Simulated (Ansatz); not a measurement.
Cl on the O site (Cl_O) in alpha quartz (start: the O site; 243-site cell, Γ-point sampling). Computed with PBE, PAW (plane waves to 420 eV; Ansatz, a program for electronic structure). Total energies of the localised charge states, counted from that of charge +1, and their image corrections (point charge with alignment); the host's valence-band maximum lies at 1.990 eV on the cells' energy zero and its gap is 5.68 eV.

```json
[
 {"charge": "+1", "moment (μB)": "not spin-polarised", "E − E(first) (eV)": "0.000", "correction (eV)": "0.322"},
 {"charge": "0", "moment (μB)": "1.0", "E − E(first) (eV)": "6.715", "correction (eV)": "0.000"},
 {"charge": "−1", "moment (μB)": "not spin-polarised", "E − E(first) (eV)": "12.404", "correction (eV)": "0.225"}
]
```

Question: Derive the transition levels above the valence-band maximum and say which of them are thermodynamic.

Answer: A level is the Fermi energy at which two charges have equal formation energy: ε(q/q′) = [E(q′) + corr(q′) − E(q) − corr(q)] / (q − q′) − E_VBM.
ε(+1/0) = [(6.715 + 0.000) − (0.000 + 0.322)] / 1 − 1.990 = 4.40 eV
ε(0/−1) = [(12.404 + 0.225) − (6.715 + 0.000)] / 1 − 1.990 = 3.92 eV
Charge 0 lies above the lower envelope where its neighbours cross, so the level that counts is ε(+1/−1) = [(12.404 + 0.225) − (0.000 + 0.322)] / 2 − 1.990 = 4.16 eV.
Thermodynamic levels at least 0.1 eV inside the gap: (+1/−1) at 4.16 eV. They hold to tenths of an eV in this cell. Charges with a result: +1, 0, −1. Others weren't obtained, and one of them could lie lower, also by skipping a charge. The geometries come from one start. Flagged in the runs: a host whose relaxation on this sampling wasn't shown to rest, a strain field that reaches the edge of the cell, zone-centre sampling.
